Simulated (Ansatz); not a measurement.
What uniaxial strain ε_zz = +2.00 % does to LiCl

Base system: LiCl in the rock salt structure (space group Fm-3m, No. 225; a = 5.064 Å). Axes: x, y, z lie along the cube axes.

Modification: the cell is stretched by 2.00 % along z with no lateral relaxation, atoms relaxed at fixed cell.

Method: Ansatz (a program for electronic structure), PBEsol, PAW, cutoff 420 eV, scalar-relativistic without spin-orbit coupling. k-mesh 11×11×11 (Γ-centred); smearing 0.05 eV (Fermi–Dirac).

The volume per atom rises by 0.325 Å³, from 16.23 Å³ to 16.56 Å³ and the space group changes from Fm-3m (No. 225) to I4/mmm (No. 139). The energy grows by 1.2 meV/atom and the pressure (mean of the normal stresses, compression positive) goes from zero to -0.64 GPa. The band gap decreases by 0.15 eV, from 6.35 eV to 6.20 eV and the gap character stays direct at Γ. The electron mass remains 0.46 mₑ (at Γ) and the valence-band top at Γ (three highest levels, from the VBM) comes out as 0.00, -0.05, -0.05 eV. The valley order (the lowest conduction-band minima on the path, energy above the VBM, named in the base's zone) changes from Γ 6.35 eV; L along ⟨111⟩ 6.58 eV; X along ⟨100⟩ 7.78 eV to Γ 6.20 eV; L along [1-11] 6.53 eV; X along [100] 7.70 eV and the stress (xx, yy, zz, yz, xz, xy; compression positive) is (-0.40, -0.40, -1.11, 0.00, 0.00, 0.00) GPa.

Final structure:

```
LiCl
1.0
    0.00000     2.53210     2.58274
    2.53210     0.00000     2.58274
    2.53210     2.53210     0.00000
Li Cl
1 1
Direct
  0.00000   0.00000   0.00000
  0.50000   0.50000   0.50000
```

Masses are band curvatures over ±0.01 Å⁻¹ around the edge. Whether these cells are dynamically stable was not tested. Labels are those of the standard path for the cell's own space group.
